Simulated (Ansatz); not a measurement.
Reference: Ti (P6_3/mmc), PBEsol, rigid bands (plane waves, PAW, scalar-relativistic; Ansatz, a program for electronic structure); geometry: cell and atoms relaxed with PBEsol.

```cif
data_Ti2
_chemical_formula_sum 'Ti2'
_space_group_name_H-M_alt 'P63/mmc'
_space_group_IT_number 194
_space_group_name_Hall '-P 6c 2c'
_cell_length_a 2.89960
_cell_length_b 2.89960
_cell_length_c 4.59275
_cell_angle_alpha 90.000
_cell_angle_beta 90.000
_cell_angle_gamma 120.000
loop_
_atom_site_label
_atom_site_type_symbol
_atom_site_symmetry_multiplicity
_atom_site_Wyckoff_symbol
_atom_site_fract_x
_atom_site_fract_y
_atom_site_fract_z
_atom_site_occupancy
Ti1 Ti 2 c 0.33333 0.66667 0.25000 1
```

| Item | Value |
|---|---|
| density of states at the Fermi level per atom | 0.91 states/eV |
| Drude plasma energy | 3.9 eV |
| root-mean-square Fermi velocity | 3.3 ×10⁵ m/s |

Swap Ti for Zr, keeping the structure type. How do these values move?

Zr (P6_3/mmc): volume per atom 16.7 to 22.5 Å³; density of states at the Fermi level per atom stays about the same (0.91 states/eV to 1.00 states/eV); Drude plasma energy stays about the same (3.9 eV to 4.2 eV); root-mean-square Fermi velocity stays about the same (3.3 ×10⁵ m/s to 3.9 ×10⁵ m/s).

Swap Ti for Hf, keeping the structure type. How do these values move?

Hf (P6_3/mmc): volume per atom 16.7 to 21.6 Å³; density of states at the Fermi level per atom falls (0.91 states/eV to 0.69 states/eV); Drude plasma energy stays about the same (3.9 eV to 4.2 eV); root-mean-square Fermi velocity rises (3.3 ×10⁵ m/s to 4.6 ×10⁵ m/s).

Swap Ti for Ru, keeping the structure type. How do these values move?

Ru (P6_3/mmc): volume per atom 16.7 to 13.3 Å³; density of states at the Fermi level per atom stays about the same (0.91 states/eV to 0.78 states/eV); Drude plasma energy rises (3.9 eV to 8.9 eV); root-mean-square Fermi velocity rises (3.3 ×10⁵ m/s to 7.2 ×10⁵ m/s).

Moves up to 19 % count as about the same. Metals at this level; values at 300 K, both spins, means over directions. As a rough test of the mesh, the Fermi surface's area from every second k point differs by up to 13 %. Spin-orbit coupling is left out.

The missing spin-orbit coupling matters most for Hf (P6_3/mmc).
